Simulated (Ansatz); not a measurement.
The reference is Al in the fcc (Cu type) structure (space group Fm-3m, No. 225; a = 3.994 Å; relaxed with 0.1 eV smearing).

Structures relaxed with r2SCAN, PAW, 500 eV (Ansatz, a program for electronic structure; no spin-orbit coupling).

Base:

Simulated powder pattern, Cu Kα1, λ = 1.54056 Å (kinematic, ideal powder, no thermal factors, no anomalous dispersion; the 10 strongest lines at most, above 2 %, up to 2θ = 90°):

```json
[
 {"2θ (°)": "39.03", "I/Imax (%)": "100", "hkl": "(111)"},
 {"2θ (°)": "45.38", "I/Imax (%)": "48", "hkl": "(200)"},
 {"2θ (°)": "66.12", "I/Imax (%)": "30", "hkl": "(220)"},
 {"2θ (°)": "79.54", "I/Imax (%)": "35", "hkl": "(311)"},
 {"2θ (°)": "83.85", "I/Imax (%)": "10", "hkl": "(222)"}
]
```

After one change:

Simulated powder pattern, Cu Kα1, λ = 1.54056 Å (kinematic, ideal powder, no thermal factors, no anomalous dispersion; the 10 strongest lines at most, above 2 %, up to 2θ = 90°):

```csv
2θ (°),I/Imax (%)
40.08,100
46.61,48
68.05,30
82.01,35
86.51,10
```

### Question
Which change produced these results?
(A) isotropic strain −1.00 %
(B) isotropic strain −1.50 %
(C) isotropic strain −2.50 %
(D) isotropic strain −2.00 %

### Answer
C, isotropic strain −2.50 %. Its volume per atom is 14.76 Å³ against 15.92 Å³, and its space group is Fm-3m (No. 225).

No phonon test of stability was made.
